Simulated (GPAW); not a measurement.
Parameter sweep on H2 (Cmcm, 4 atoms in the cell)

```yaml
crystal:
  lattice:
    - [1.64853, -2.73169, 0.00000]
    - [1.64853, 2.73169, 0.00000]
    - [0.00000, 0.00000, 6.31377]
  atoms:
    - { symbol: H, position: [0.56781, 0.43219, 0.99951] }
    - { symbol: H, position: [0.43219, 0.56781, 0.00049] }
    - { symbol: H, position: [0.43219, 0.56781, 0.49951] }
    - { symbol: H, position: [0.56781, 0.43219, 0.50049] }
```

Base run A: PBEsol, GPAW PAW datasets PBEsol (made by gpaw-setup) (GPAW), self-consistent single point.

Its settings: mode = pw; ecut = 850 eV; xc = PBEsol; kpts = 9 9 4; mesh shift (steps) = 0 0 0; occupations.name = fermi-dirac; occupations.width = 0 eV; nbands = -8; convergence.forces = 0.001 eV/Å; convergence.bands = -6; symmetry.symmorphic = false; symmetry.tolerance = 0.0005; maxiter = 100.

The starting cell comes from a database of computed structures (which also holds hypothetical and non-ambient phases and stackings), without a prior relaxation at this level. Another mesh or the band path of this cell gives a smaller gap, so this value is not converged in the mesh.

Runs:
- B: xc: PBEsol → LDA; potentials: GPAW PAW datasets LDA (gpaw-data 1.0.1) [LDA (Perdew-Wang 92)]
- C: xc: PBEsol → BLYP; potentials: GPAW PAW datasets BLYP (made by gpaw-setup) [BLYP]
- D: xc: PBEsol → MGGA_X_R2SCAN+MGGA_C_R2SCAN; potentials: GPAW PAW datasets PBE (gpaw-data 1.0.1) [r2SCAN]
- E: xc: PBEsol → vdW-DF2 (libvdwxc); potentials: GPAW PAW datasets PBE (gpaw-data 1.0.1) [vdW-DF2]
- F: xc: PBEsol → vdW-DF-cx (libvdwxc); potentials: GPAW PAW datasets PBE (gpaw-data 1.0.1) [vdW-DF-cx]

| run | pressure (GPa) | largest force (eV/Å) | gap on the mesh (eV) |
|---|---|---|---|
| A | 1.03 | 0.658 | 8.325 |
| B | 0.93 | 0.998 | 7.931 |
| C | 0.64 | 0.132 | … |
| D | 0.27 | 0.039 | 9.193 |
| E | -0.24 | 0.133 | … |
| F | 0.89 | 0.369 | 8.550 |

Problem. Some entries are withheld; supply them.

Solution. 
- C, gap on the mesh (eV): 8.490
- E, gap on the mesh (eV): 8.370

Left out of this page: 4 runs of the series held back from this collection.
